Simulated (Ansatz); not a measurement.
Response to strain in GaP

The reference is GaP in the zinc blende structure (space group F-43m, No. 216; a = 5.391 Å).

Strains are applied to the cell and any free atomic positions relax.

Level of theory: Ansatz (an electronic-structure program) LDA, spin-orbit coupling left out.

Candidates:
(a) isotropic strain −2.00 %
(b) isotropic strain −0.50 %
(c) isotropic strain +2.50 %

Notes on the quantities. energy relative to the base: free energy F.

### Question
Order them by energy relative to the base, highest first.

### Answer
(c) isotropic strain +2.50 % (+28 meV/atom), (a) isotropic strain −2.00 % (+21 meV/atom), (b) isotropic strain −0.50 % (+1.2 meV/atom)

Stability against distortions was not tested.
